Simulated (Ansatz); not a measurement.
Fluorite PbF2 (high-temperature phase), treated with r²SCAN in Ansatz (plane waves, PAW).

Settings: plane-wave cutoff 600 eV, 8×8×8 k mesh, scalar-relativistic PAW data made under PBE.

Cell (relaxed at this level):

```
PbF2
1.0
    0.00000     2.96032     2.96032
    2.96032     0.00000     2.96032
    2.96032     2.96032     0.00000
Pb F
1 2
Direct
  0.00000   0.00000   0.00000
  0.25000   0.25000   0.25000
  0.75000   0.75000   0.75000
```

Problem. What does this level give for the elastic constant C11, polycrystal shear modulus (Hill average), Poisson ratio, Voigt–Reuss–Hill bulk modulus, elastic constant C44 and elastic constant C12?

Solution. 
elastic constant C11: 113 GPa
polycrystal shear modulus (Hill average): 24.6 GPa
Poisson ratio: 0.356
Voigt–Reuss–Hill bulk modulus: 77.2 GPa
elastic constant C44: 23.2 GPa
elastic constant C12: 59.2 GPa

Measured, for comparison: elastic constant C11 96.1 ± 0.09 GPa, elastic constant C44 20.8 ± 0.01 GPa (room temperature, no zero-point or thermal correction; as tabulated in Jamieson, Manghnani, Matsui, Ming, J. Geophys. Res. 91, 4643 (1986)). Computed (rounded) less measured: elastic constant C11 +18 %, elastic constant C44 +12 %.

Elastic constants are with the ions relaxed.

Spin–orbit coupling is not included; it can shift volumes and moduli of such heavy elements.

Computed values are for the static lattice.

Cost on a shared machine: roughly 4 core-minutes.

Ansatz is a first-principles code.
